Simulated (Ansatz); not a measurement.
The parent structure is ZnS in the zinc blende structure (space group F-43m, No. 216; a = 5.357 Å).

Computed with plane-wave PAW DFT at the PBEsol level (Ansatz, a first-principles code, 420 eV), without spin-orbit coupling.

Modification: Se takes the place of S on all its sites; the structure is relaxed again.

Measured band gap: ZnS 3.94 eV (static lattice; corrected from measurement; as listed in Wei Chen et al., Physical Review Materials (2018)); ZnSe 2.87 eV (static lattice; corrected from measurement; as listed in Wei Chen et al., Physical Review Materials (2018)).

Measured lattice parameter a: ZnS 5.41 Å (room temperature; as listed in Martin Albrecht, Beate Paulus, Hermann Stoll, Phys. Rev. B (1997)); ZnSe 5.6676 Å (room temperature; as listed in Martin Albrecht, Beate Paulus, Hermann Stoll, Phys. Rev. B (1997)).

Problem. How well does PBEsol reproduce the measured shift?

Solution. With PBEsol the band gap moves by -0.85 eV (2.09 → 1.24) against -1.07 eV measured; the lattice parameter a moves by +0.277 Å (5.357 → 5.634) against +0.258 Å measured.

Whether these cells are dynamically stable was not tested.
